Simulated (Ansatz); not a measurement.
Levels about the gap of amorphous Si30N45Ta3 (78 atoms in a cell of 886 Å³, 3.78 g/cm³; zone centre alone, so wide bands show as single levels with stretches between that a denser mesh fills), at the geometry that PBE relaxed, where it gives 2.7 GPa on a denser mesh. Exact exchange is cut at the faces of this small cell, which leaves a finite-size error. The participation number counts the atoms over which a state spreads; weights are charges in smoothed Voronoi cells. The levels come from a single point, so bond lengths are those of that geometry. Method of the levels: HSE06, scalar-relativistic without spin-orbit coupling (Ansatz, a quantum-chemistry and plane-wave program). Sampling: the zone centre alone; Fermi-Dirac width 0.01 eV; collinear spin, started from moments on atoms (the moments died out). At PBE the levels at both edges of the gap are localised (band-tail or defect states), and the nearest spread-out levels lie 2.3 eV apart at the zone centre.

The cell was made by melting and quenching with the CHGNet potential and then relaxed with DFT. N atoms were pushed apart under 1.9 Å during the dynamics, to hinder bonds among them. The hot cell started wider than the set density and was brought back towards it in steps. It is the lowest in DFT energy of 2 quenches. It is a model cell: composition and starting density were chosen by hand, and all elements were melted together. No dispersion term was used. Its density started from a set value of 3.78 and ended at 3.78 g/cm³. The simulated quench (nominally 300 K/ps over its main leg) is rapid and tends to freeze in more defects than a deposited or slowly cooled glass has. A cell of this size samples the disorder only roughly. The volume was held where the preparation left it, at a PBE pressure of 2.7 GPa. Stress components on the final sampling reach 6.3 GPa. On a 2×2×2 Γ-centred mesh force components of up to 0.24 eV/Å stay, since the relaxation ran on the zone centre alone.

```csv
"E - E(highest filled), eV",filling,spin,participation number,largest on,weight N,weight Ta,weight Si
-0.59,filled,dn,17.2,"N, 3 neighbours",0.88,0.01,0.10
-0.44,filled,up,20.9,"N, 3 neighbours",0.91,0.01,0.08
-0.44,filled,dn,20.9,"N, 3 neighbours",0.91,0.01,0.08
-0.24,filled,up,6.9,"N, 3 neighbours",0.88,0.01,0.10
-0.24,filled,dn,6.9,"N, 3 neighbours",0.88,0.01,0.10
0.00,filled,up,4.7,"N, 2 neighbours",0.88,0.02,0.11
0.00,filled,dn,4.7,"N, 2 neighbours",0.88,0.02,0.11
2.82,empty,dn,5.0,"Ta, 5 neighbours",0.33,0.55,0.12
2.82,empty,up,5.0,"Ta, 5 neighbours",0.33,0.55,0.12
3.03,empty,up,13.5,"Ta, 6 neighbours",0.39,0.35,0.26
3.03,empty,dn,13.5,"Ta, 6 neighbours",0.39,0.35,0.26
3.09,empty,dn,9.1,"Ta, 6 neighbours",0.40,0.48,0.12
3.09,empty,up,9.1,"Ta, 6 neighbours",0.40,0.48,0.12
3.28,empty,dn,9.5,"Ta, 5 neighbours",0.37,0.51,0.12
```

Most localised among these is the filled level at -0.00 eV, on a N atom, which has 2 neighbours (Si 1.59 Å, Si 1.65 Å).
